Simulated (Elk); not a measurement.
Band structure of LuGaAu (C2/m, 6 atoms in the cell).

```
CELL_PARAMETERS angstrom
      5.12507    -2.20181     0.00000
      5.12507     2.20181     0.00000
     -4.56813     0.00000     5.19143
ATOMIC_POSITIONS crystal
  Lu 0.46353 0.46353 0.70337
  Lu 0.53647 0.53647 0.29663
  Ga 0.15764 0.15764 0.10714
  Ga 0.84236 0.84236 0.89286
  Au 0.82323 0.82323 0.28650
  Au 0.17677 0.17677 0.71350
```

Method of the run: LDA (PW92), all-electron FP-LAPW, Elk's shipped species files, default APW+lo basis in Elk.

Settings: xctype = 3; rgkmax = 7; stype = 3; swidth = 0.00183747 Ha; ngridk = 4 4 3.

The starting cell comes from a database of computed structures (which also holds hypothetical and non-ambient phases and stackings), without a prior relaxation at this level. Spin-orbit coupling is off. Values depend on the basis (sphere radii, cutoffs, local orbitals), which need not be converged.

Levels in eV from the Fermi level, bands 66 to 73:
| point | 66 | 67 | 68 | 69 | 70 | 71 | 72 | 73 |
|---|---|---|---|---|---|---|---|---|
| X | -1.93 | -0.69 | -0.47 | 0.12 | 0.54 | 1.25 | 2.00 | 2.90 |
| Γ | -1.35 | -1.24 | -1.18 | -0.60 | -0.16 | 0.67 | 1.33 | 2.98 |
| Y | -2.32 | -0.97 | -0.64 | 0.12 | 0.56 | 1.09 | 1.62 | 1.73 |

Bands cross the Fermi level along this path, so the cell is metallic at this level.
